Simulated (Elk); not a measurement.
Worked example: self-consistent single point of LiIn (Fd-3m, 4 atoms in the cell) in Elk.

Method of the run: LDA (PW92), all-electron FP-LAPW, Elk's shipped species files, default APW+lo basis (Elk).

```
LiIn
1.0
    0.00000     3.40749     3.40749
    3.40749     0.00000     3.40749
    3.40749     3.40749     0.00000
Li In
2 2
Direct
  0.00000   0.00000   0.00000
  0.25000   0.25000   0.25000
  0.50000   0.50000   0.50000
  0.75000   0.75000   0.75000
```

Reference input (self-consistent single point, DFT, LDA (PW92), all-electron FP-LAPW, Elk's shipped species files, default APW+lo basis): xctype = 3; rgkmax = 7; stype = 1; swidth = 0.00999582 Ha; ngridk = 7 7 7. This run's input differs from it in these lines:

```diff
@@ -7,3 +7,3 @@
 rgkmax
-  7.0
+  6.64
```

Output (repeated stretches shortened):

```
│ Self-consistent loop started │
│ Loop number : 1 │
 total energy                :     -11765.4350908
│ Loop number : 2 │
 total energy                :     -11765.6640043
RMS change in Kohn-Sham potential (target) :   0.7589636935E-01 (  0.1000000000E-05)
Absolute change in total energy (target)   :   0.2289134988     (  0.1000000000E-03)
│ Loop number : 3 │
 total energy                :     -11767.5245274
RMS change in Kohn-Sham potential (target) :   0.5652904084E-01 (  0.1000000000E-05)
Absolute change in total energy (target)   :    1.917751546     (  0.1000000000E-03)
│ Loop number : 4 │
   [... lines left out ...]
Absolute change in total energy (target)   :   0.6894574744E-03 (  0.1000000000E-03)
│ Loop number : 14 │
 total energy                :     -11771.0505591
RMS change in Kohn-Sham potential (target) :   0.6410891282E-08 (  0.1000000000E-05)
Absolute change in total energy (target)   :   0.1739946329E-03 (  0.1000000000E-03)
│ Loop number : 15 │
 total energy                :     -11771.0505583
RMS change in Kohn-Sham potential (target) :   0.4181375227E-08 (  0.1000000000E-05)
Absolute change in total energy (target)   :   0.4273195009E-04 (  0.1000000000E-03)
Convergence targets achieved

│ Loop number : 16 │

Energies :
 Fermi                       :     0.182999084549
 total energy                :     -11771.0505583

Density of states at Fermi energy :    38.58786833
 (states/Hartree/unit cell)

Estimated indirect band gap :   0.3080263506E-02
 from k-point     16 to k-point     15
Estimated direct band gap   :   0.5185220725E-02
 at k-point     15

Charges :
 core                        :    60.00000000
 valence                     :    44.00000000
 interstitial                :    4.839562703
 muffin-tins (core leakage)
  species :    1 (Li)
   atom    1                 :    2.120769503     (   0.000000000    )
   atom    2                 :    2.120769503     (   0.000000000    )
  species :    2 (In)
   atom    1                 :    47.45944915     (  0.1325065182E-03)
   atom    2                 :    47.45944915     (  0.1325065182E-03)
 total in muffin-tins        :    99.16043730
 total calculated charge     :    103.9984458
 total charge                :    104.0000000
 error                       :   0.1554241154E-02

│ Self-consistent loop stopped │
```

The run converged in 16 iterations. The count includes the last loop, which Elk runs after its targets are met. Against the reference run the total energy rises by 26.9 meV/atom.

The starting cell comes from a database of computed structures (which also holds hypothetical and non-ambient phases and stackings), without a prior relaxation at this level. Values depend on the basis (sphere radii, cutoffs, local orbitals), which need not be converged. The log's line on a gap gives a spacing of levels on this mesh, which the program prints for metals too.
